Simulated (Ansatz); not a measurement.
The starting structures come from a database of crystals and need not be the phases stable at ambient conditions.

 Where the default PAW files enter, the runs use the earlier of Ansatz's two default sets.

The decay constant κ of evanescent states in the gap governs leakage through a thin film.

Input:

```xyz
16
Lattice="6.3489 0.0000 0.0000 0.0000 6.3489 0.0000 3.1744 -3.1744 4.4893" Properties=species:S:1:pos:R:3 pbc="T T T"
Al     4.7617     3.1744     3.3670
Al     6.3489     4.7617     1.1223
Al     7.9361     3.1744     3.3670
Al     6.3489     1.5872     1.1223
H      3.1744     3.1744     2.7393
H      6.3489     3.1744     0.4946
H      6.3489     0.0000     1.7500
H      6.3489     3.1744     3.9947
H      5.1114     5.1114     0.0000
H      5.1114     1.9370     2.2447
H      1.2375     1.2375     0.0000
H      7.5864     4.4119     2.2447
H      1.2375     5.1114     0.0000
H      7.5864     1.9370     2.2447
H      5.1114     1.2375     0.0000
H      5.1114     4.4119     2.2447
```

Space group of this cell: Fd-3m. The cell is taken as given.

Transport runs along the normal of the first two printed cell vectors, the (001) plane of the conventional cell.

The gap is the functional's own, uncorrected, and κ follows it; spin-orbit coupling is left out. Mid-gap values are interpolated between the computed energies.

**Question.** Compute, with r2SCAN in Ansatz (an electronic-structure program), the band gap and the smallest decay constant κ at mid-gap.

**Answer.** Gap 3.86 eV on a 8×8×8 mesh; κ = 0.328 1/Å, at the zone centre.
